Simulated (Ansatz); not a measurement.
The parent structure is MgO in the rock salt structure (space group Fm-3m, No. 225; a = 4.204 Å).

The values are results of Ansatz (a first-principles code) r2SCAN, scalar-relativistic without spin-orbit coupling, not measurements.

Before the change:

| Property | Result |
|---|---|
| Density | 3.60 g/cm³ |
| Hole mass | 0.42, 2.1, 2.1 mₑ (at Γ) |
| Band gap | 5.68 eV |

One thing is altered: a hydrostatic pressure of 15 GPa.

### Question
Predict the new density, hole mass and band gap.

### Answer
The density grows by 0.29 g/cm³, from 3.60 g/cm³ to 3.89 g/cm³; the hole mass (degenerate bands, along [100]) goes from 0.42, 2.1, 2.1 mₑ (at Γ) to 0.43, 2.0, 2.0 mₑ (at Γ); the band gap grows by 0.822 eV to 6.51 eV.

Load acts through the strain it causes; cell and atoms are relaxed under it. Effective masses come from finite differences of ±0.01 Å⁻¹. Stability against distortions was not tested. No other phases were tried under pressure.
